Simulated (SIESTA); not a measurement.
Worked example: self-consistent single point of ZrB2 (P6/mmm, 3 atoms in the cell) in SIESTA.

Computed with GGA PBEsol, numerical atomic orbitals DZP, PseudoDojo PBEsol standard norm-conserving potentials (rewritten from UPF to PSML) in SIESTA 5.4.2.

```
CELL_PARAMETERS angstrom
      3.16752     0.00000     0.00000
     -1.58376     2.74315     0.00000
      0.00000     0.00000     3.55239
ATOMIC_POSITIONS crystal
  Zr 0.00000 0.00000 0.00000
  B  0.33333 0.66667 0.50000
  B  0.66667 0.33333 0.50000
```

Reference input (self-consistent single point, DFT, GGA PBE, numerical atomic orbitals DZP, PseudoDojo PBE standard norm-conserving potentials (rewritten from UPF to PSML)): XC.functional = GGA; XC.authors = PBE; potentials = PseudoDojo PBE standard; PAO.BasisSize = DZP; PAO.EnergyShift = 0.01 Ry; MeshCutoff = 350 Ry; kgrid.MonkhorstPack = 16 16 12; OccupationFunction = FD; ElectronicTemperature = 1578.21 K; MaxSCFIterations = 150; SCF.Mixer.Method = Broyden; SCF.Mixer.Weight = 0.1. This run's input differs from it in these lines:

```diff
@@ -1,2 +1,2 @@
-# files in the folder: Zr.psml B.psml (PseudoDojo PBE standard)
+# files in the folder: Zr.psml B.psml (PseudoDojo PBEsol standard)
 SystemName  ZrB2
@@ -24,3 +24,3 @@
 XC.functional                GGA
-XC.authors                   PBE
+XC.authors                   PBEsol
 PAO.BasisSize                DZP
```

Output (repeated stretches shortened):

```
        iscf     Eharris(eV)        E_KS(eV)     FreeEng(eV)     dDmax    Ef(eV) dHmax(eV)
   scf:    1    -1516.506836    -1536.628263    -1536.647140  1.531445 -5.693147  6.767353
   scf:    2    -1538.611482    -1537.668872    -1537.686857  0.049269 -5.782386  5.105170
   scf:    3    -1539.319906    -1538.943619    -1538.959565  0.132371 -6.133062  0.305041
   scf:    4    -1538.909682    -1538.937362    -1538.953694  0.021930 -6.089025  0.770931
   scf:    5    -1538.971559    -1538.959329    -1538.975867  0.029507 -6.151909  0.065750
   [... 4 lines left out ...]
   scf:   10    -1538.959591    -1538.959591    -1538.976107  0.000039 -6.159456  0.001461
   scf:   11    -1538.959592    -1538.959591    -1538.976107  0.000032 -6.159532  0.001179
   scf:   12    -1538.959592    -1538.959591    -1538.976107  0.000022 -6.159586  0.001006
   scf:   13    -1538.959592    -1538.959592    -1538.976107  0.000018 -6.159630  0.000866
SCF Convergence by DM+H criterion
max |DM_out - DM_in|         :     0.0000182431
max |H_out - H_in|      (eV) :     0.0008662117
SCF cycle converged after 13 iterations

Using DM_out to compute the final energy and forces

siesta: E_KS(eV) =            -1538.9596

siesta: E_KS - E_eggbox =     -1538.9596

siesta: Atomic forces (eV/Ang):
     1    0.000000   -0.000000   -0.000000
     2    0.000033   -0.000019    0.000000
     3   -0.000033    0.000019    0.000000
   Tot   -0.000000   -0.000000    0.000000
   Max    0.000033
   Res    0.000018    sqrt( Sum f_i^2 / 3N )
   Max    0.000033    constrained

Stress tensor Voigt[x,y,z,yz,xz,xy] (kbar):       26.72       26.72       80.84       -0.00        0.00        0.00
(Free)E + p*V (eV/cell)    -1539.8385
Target enthalpy (eV/cell)    -1538.9761

   [... lines left out ...]
siesta: FreeEng =     -1538.976107
   [... lines left out ...]
siesta:     0.016677    0.000002    0.000000
siesta:     0.000002    0.016680    0.000000
siesta:     0.000000   -0.000000    0.050457

siesta: Cell volume =         30.866688 Ang**3

siesta: Pressure (static):
siesta:                Solid            Molecule  Units
siesta:          -0.00030428         -0.00030427  Ry/Bohr**3
siesta:          -0.02793798         -0.02793724  eV/Ang**3
siesta:         -44.76158665        -44.76038657  kBar
```

The run converged in 13 iterations. Against the reference run the pressure goes from 0.07 to -4.48 GPa.

The starting cell comes from a database of computed structures (which also holds hypothetical and non-ambient phases and stackings), without a prior relaxation at this level. Values carry the incompleteness of an atom-centred basis. With a pressure of about -4 GPa the cell is away from its equilibrium volume at this level.

Cost on one core of a shared machine: roughly 3 min.
